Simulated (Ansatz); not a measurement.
CdGaNO (model structure, started from the AlSiCN type, P3m1, No. 156, 4 atoms in the cell): properties by level of theory

```
level (code)     equilibrium lattice constant a (Å)  lattice parameter c (Å)  bulk modulus B0 (GPa)  cohesive energy (eV/atom)  band gap (eV)
---------------  ----------------------------------  -----------------------  ---------------------  -------------------------  -------------
LDA (Ansatz)                                  3.243                    5.628                    153                       4.61           0.62
PBE (Ansatz)                                  3.330                    5.752                    125                       3.64           0.45
PBEsol (Ansatz)                               3.281                    5.683                    140                       4.05           0.51
r²SCAN (Ansatz)                               3.286                    5.699                    144                       3.77           0.87
```

Computed values are for a static lattice. Levels without +SOC have no spin–orbit coupling; where heavier elements are present it shifts gaps, mostly down, and can invert bands.  Each level is taken at its own relaxed cell. Cutoffs differ between the levels. Ansatz's density-functional and Hartree–Fock values are scalar-relativistic unless marked +SOC, with PAW data made under PBE.

Caveats: the bulk modulus is −V dP/dV from two relaxed cells at ±2 % in volume (LDA, PBE, PBEsol, r²SCAN). Ansatz's density-functional and Hartree–Fock values are scalar-relativistic unless marked +SOC, with PAW data made under PBE.

Free atoms are spin-polarised, in the lowest state found; at levels without +SOC their spin–orbit coupling is left out.

Static lattice: no zero-point or thermal effects.

A model structure was made by putting elements into a prototype or built by hand; it is no filed structure, need not be a known phase, and can be a saddle point held by its symmetry.

Ansatz is a first-principles code.
